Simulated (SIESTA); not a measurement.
## Convergence series on Mg6VMo (Amm2, 8 atoms in the cell)

```
CELL_PARAMETERS angstrom
      4.73533     0.00000     0.00000
      0.00000     2.98524     5.48519
      0.00000    -2.98524     5.48519
ATOMIC_POSITIONS crystal
  Mg 0.00000 0.33856 0.81782
  Mg 0.00000 0.81782 0.33856
  Mg 0.00000 0.32943 0.32943
  Mg 0.50000 0.16422 0.68134
  Mg 0.50000 0.68134 0.16422
  Mg 0.50000 0.17033 0.17033
  V  0.00000 0.80503 0.80503
  Mo 0.50000 0.69327 0.69327
```
Moments meant for the start (each program seeds them in its own way; μB, in the order of the atoms Mg Mg Mg Mg Mg Mg V Mo): 0.0 0.0 0.0 0.0 0.0 0.0 2.0 0.0.

Method of the run: SIESTA with LDA PW92, numerical atomic orbitals DZP, PseudoDojo LDA standard norm-conserving potentials (rewritten from UPF to PSML).

The starting cell comes from a database of computed structures (which also holds hypothetical and non-ambient phases and stackings), without a prior relaxation at this level. With one magnetic atom in the cell only a parallel order is possible. Values carry the incompleteness of an atom-centred basis.

Held fixed: XC.functional = LDA; XC.authors = PW92; potentials = PseudoDojo LDA standard; PAO.BasisSize = DZP; PAO.EnergyShift = 0.01 Ry; kgrid.MonkhorstPack = 7 6 6; OccupationFunction = FD; ElectronicTemperature = 0.05 eV; Spin = polarized; DM.InitSpin = [1 +0.00, 2 +0.00, 3 +0.00, 4 +0.00, 5 +0.00, 6 +0.00, 7 +2.00, 8 +0.00]; MaxSCFIterations = 150; SCF.Mixer.Method = Pulay; SCF.Mixer.Weight = 0.1; SCF.Mixer.History = 6; SCF.DM.Tolerance = 1.0E-05.

ΔF is the free energy per atom less that of the last row (600 Ry).

```csv
MeshCutoff,ΔF (meV/atom),pressure (GPa),largest force (eV/Å),size of the net moment (μB/atom)
120 Ry,-0.28,-1.10,0.315,0.18
150 Ry,-0.10,-1.08,0.338,0.18
180 Ry,-0.10,-1.08,0.338,0.18
210 Ry,0.07,-1.07,0.337,0.18
240 Ry,0.01,-1.08,0.332,0.18
270 Ry,-0.01,-1.08,0.334,0.18
300 Ry,-0.01,-1.08,0.334,0.18
345 Ry,0.00,-1.09,0.334,0.18
390 Ry,0.01,-1.08,0.335,0.18
450 Ry,0.01,-1.08,0.335,0.18
525 Ry,0.00,-1.08,0.333,0.18
600 Ry,0.00,-1.08,0.333,0.18
```

Pressure within 1 GPa of the last row: from MeshCutoff = 120 Ry on, the coarsest one. The value it settles on is -1.1 GPa at this level of theory and with the other settings as held.

Size of the net moment within 0.05 μB/atom of the last row: from MeshCutoff = 120 Ry on, the coarsest one. The value it settles on is 0.2 μB/atom at this level of theory and with the other settings as held.
